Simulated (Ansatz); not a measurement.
Reference: Al (Fm-3m), PBEsol, rigid bands (plane waves, PAW, scalar-relativistic; Ansatz, a quantum-chemistry and plane-wave program); geometry: cell and atoms relaxed with PBEsol.

```
Al
1.0
    0.00000     2.00920     2.00920
    2.00920     0.00000     2.00920
    2.00920     2.00920     0.00000
Al
1
Direct
  0.00000   0.00000   0.00000
```

| Quantity | Result |
|---|---|
| density of states at the Fermi level per atom | 0.41 states/eV |
| Drude plasma energy | 12.4 eV |
| root-mean-square Fermi velocity | 15.4 ×10⁵ m/s |

Problem. Swap Al for Rh, keeping the structure type. How do these values move?

Solution. Rh (Fm-3m): volume per atom 16.2 to 13.5 Å³; density of states at the Fermi level per atom rises (0.41 states/eV to 1.24 states/eV); Drude plasma energy falls (12.4 eV to 10.2 eV); root-mean-square Fermi velocity falls (15.4 ×10⁵ m/s to 6.6 ×10⁵ m/s).

Problem. Swap Al for Pt, keeping the structure type. How do these values move?

Solution. Pt (Fm-3m): volume per atom 16.2 to 15.0 Å³; density of states at the Fermi level per atom rises (0.41 states/eV to 2.0 states/eV); Drude plasma energy falls (12.4 eV to 8.9 eV); root-mean-square Fermi velocity falls (15.4 ×10⁵ m/s to 4.8 ×10⁵ m/s).

Problem. Swap Al for Cu, keeping the structure type. How do these values move?

Solution. Cu (Fm-3m): volume per atom 16.2 to 11.3 Å³; density of states at the Fermi level per atom falls (0.41 states/eV to 0.30 states/eV); Drude plasma energy falls (12.4 eV to 9.1 eV); root-mean-square Fermi velocity falls (15.4 ×10⁵ m/s to 10.9 ×10⁵ m/s).

Moves up to 12 % count as about the same. Metals at this level; values at 300 K, both spins, means over directions. As a rough test of the mesh, the Fermi surface's area from every second k point differs by up to 8 %. Spin-orbit coupling is left out.

The missing spin-orbit coupling matters most for Pt (Fm-3m).
